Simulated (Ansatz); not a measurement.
Partial pair distribution functions of a relaxed model of amorphous Hf₁₇O₃₆La, broadened by 0.06 Å; density 8.92 g/cm³. Level of theory: PBE, scalar-relativistic without spin-orbit coupling (plane waves to 420 eV, PAW; Ansatz, a quantum-chemistry and plane-wave program). The usual formal charges leave 1 holes over, so the level spacing at the Fermi energy parts defect or band states and needn't be the band gap. In the spin-polarised cell the level spacing at the Fermi energy can part levels of unlike spin.

The cell was made by melting and quenching with the CHGNet potential and then relaxed with DFT. O atoms were pushed apart under 1.9 Å during the dynamics, to hinder bonds among them. The hot cell started wider than the set density and was brought back towards it in steps. It is the lowest in DFT energy of 2 quenches. It is a model cell: composition and starting density were chosen by hand, and all elements were melted together. No dispersion term was used. Its density started from a set value of 8.79 and ended at 8.92 g/cm³. Cooling (nominally 380 K/ps over its main leg) ran many orders faster than in experiment, which tends to leave more defects and strain. One small periodic cell is one sample of the glass; other quenches scatter about these values. Volume and shape were free in the relaxation.

```
r (Å)  g Hf-O  g O-La  g Hf-Hf  g O-O
-----  ------  ------  -------  -----
1.75     0.00    0.00     0.00   0.00
1.85     0.18    0.00     0.00   0.00
1.95     2.05    0.00     0.00   0.00
2.05     6.52    0.00     0.00   0.00
2.15     7.38    0.00     0.00   0.00
2.25     3.83    0.10     0.00   0.02
2.35     1.19    1.62     0.00   0.30
2.45     0.56    3.82     0.00   1.17
2.55     0.34    6.84     0.00   2.22
2.65     0.03    3.76     0.00   2.30
2.75     0.00    0.62     0.00   2.32
2.85     0.00    0.01     0.04   2.17
2.95     0.03    0.00     0.27   1.88
3.05     0.11    0.03     0.19   1.30
3.15     0.22    0.64     1.14   1.28
3.25     0.38    0.77     2.18   1.08
3.35     0.26    0.06     2.37   0.86
3.45     0.36    0.06     4.57   0.91
3.55     0.62    0.90     3.27   0.74
3.65     0.86    2.33     1.68   0.67
3.75     1.07    1.54     1.11   0.71
3.85     1.16    0.75     0.86   0.84
3.95     1.09    0.41     1.42   1.04
4.05     1.16    1.23     1.90   1.16
4.15     0.93    0.41     1.76   1.01
4.25     0.87    0.89     0.88   1.00
4.35     1.35    1.65     0.66   0.70
```

Within 2.68 Å each Hf has 6.59 O neighbours on average.
